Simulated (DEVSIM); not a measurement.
# GaN p-n junction from an implanted or diffused profile

System: GaN p-n junction from an implanted or diffused profile, at 350 K.

```csv
layer (left to right),material,thickness (μm),Nd (cm⁻³),τn (s),τp (s)
1,GaN,82.0,1.7e14,1.2e-9,1.2e-9
```

Added acceptor profile: 1.6e18 cm⁻³ × exp(−(x − 0 μm)²/(2·(0.14 μm)²)). Left contact: ohmic. Right contact: ohmic. Voltage is applied to the left contact. Recombination: SRH at mid-gap. Mobility is μmin + (μ − μmin)/(1 + (N/Nref)^α).

Constants are typed, rounded textbook-type inputs, not results; the design itself was drawn at random and stands for no fabricated device. Values at 300 K; Nc and Nv go as T^1.5, mobilities as T to minus their exponent, the gap by Varshni's rule with the affinity fixed.

```csv
parameter,GaN
gap (eV),3.43
affinity (eV),4.1
permittivity,9.5
Nc (cm⁻³),2.3e18
Nv (cm⁻³),4.6e19
μn (cm²/Vs),1200
μp (cm²/Vs),100
"μn,min",55
"μp,min",3
"Nref,n",2e17
"Nref,p",3e17
αn,1
αp,2
T exponent of μn,1.5
T exponent of μp,2
Varshni α (eV/K),0.00091
Varshni β (K),830
```

DEVSIM, 1D drift-diffusion, Boltzmann statistics, complete ionisation; no tunnelling, impact ionisation, image-force lowering or self-heating.

The potential step across the device at zero bias is 3.006 V. The dark forward voltage at 1 A/cm² is 3.042 V.

Small-signal capacitance in reverse bias (quasi-static):

```tsv
V (V)	C (nF/cm²)
-0.04	2.00
-0.1	1.98
-0.2	1.94
-0.3	1.91
-0.4	1.88
-0.6	1.82
-0.8	1.77
-1	1.73
-1.3	1.66
-1.6	1.60
-2	1.54
```

Dark forward current:

| V (V) | J (A/cm²) |
|---|---|
| 1.00 | 5.1e-14 |
| 1.75 | 1.7e-8 |
| 1.90 | 2.3e-7 |
| 2.05 | 3.0e-6 |
| 2.20 | 4.2e-5 |
| 2.35 | 0.00061 |
| 2.50 | 0.0094 |
| 2.65 | 0.10 |
| 2.80 | 0.38 |
| 2.95 | 0.75 |
| 3.05 | 1.0 |
| 3.20 | 1.5 |
| 3.35 | 1.9 |
| 3.50 | 2.3 |
| 3.65 | 2.8 |
| 3.80 | 3.3 |
| 3.95 | 3.7 |
| 4.10 | 4.2 |
| 4.25 | 4.7 |
| 4.40 | 5.1 |
